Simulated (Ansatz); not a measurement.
Reference: AlN (P6_3mc), r2SCAN with spin-orbit coupling, rigid bands (plane waves, PAW; Ansatz, a quantum-chemistry and plane-wave program); axes and stresses refer to this cell.

```xyz
4
Lattice="3.1138 0.0000 0.0000 -1.5569 2.6966 0.0000 0.0000 0.0000 4.9837" Properties=species:S:1:pos:R:3 pbc="T T T"
Al     0.0000     1.7977    -0.0174
Al     1.5569     0.8989     2.4745
N      0.0000     1.7977     1.8863
N      1.5569     0.8989     4.3781
```

- hole mass along x = 3.7 mₑ
- band gap = 4.82 eV
- hole mass along z = 0.41 mₑ

Question: Change: biaxial stress in the c plane of -4.5 GPa (compression positive). What happens to hole mass along x, band gap, hole mass along z?

Answer: hole mass along x shrinks to 3.3 mₑ; band gap shrinks to 4.60 eV; hole mass along z falls to 0.37 mₑ.

Question: Change: biaxial stress in the c plane of 13.5 GPa (compression positive). What happens to hole mass along x, band gap, hole mass along z?

Answer: hole mass along x decreases to 2.3 mₑ; band gap goes up to 5.21 eV; hole mass along z goes up to 3.7 mₑ.

Question: Change: biaxial stress in the c plane of 4.5 GPa (compression positive). What happens to hole mass along x, band gap, hole mass along z?

Answer: hole mass along x increases to 3.9 mₑ; band gap goes up to 5.03 eV; hole mass along z rises to 0.59 mₑ.

Question: Change: uniaxial stress along c of -18 GPa (compression positive). What happens to hole mass along x, band gap, hole mass along z?

Answer: hole mass along x falls to 2.0 mₑ; band gap drops to 4.41 eV; hole mass along z rises to 4.0 mₑ.

Question: Change: uniaxial stress along c of -9 GPa (compression positive). What happens to hole mass along x, band gap, hole mass along z?

Answer: hole mass along x decreases to 2.6 mₑ; band gap moves little, to 4.75 eV; hole mass along z increases to 3.2 mₑ.

Question: Change: uniaxial stress along c of 9 GPa (compression positive). What happens to hole mass along x, band gap, hole mass along z?

Answer: hole mass along x shrinks to 2.8 mₑ; band gap moves little, to 4.72 eV; hole mass along z decreases to 0.34 mₑ.

Masses are for dilute carriers at 300 K, harmonic means over directions unless an axis is named. Stresses and pressures are the targets of the relaxation.  The structure type is held under load, also where the real crystal would transform.
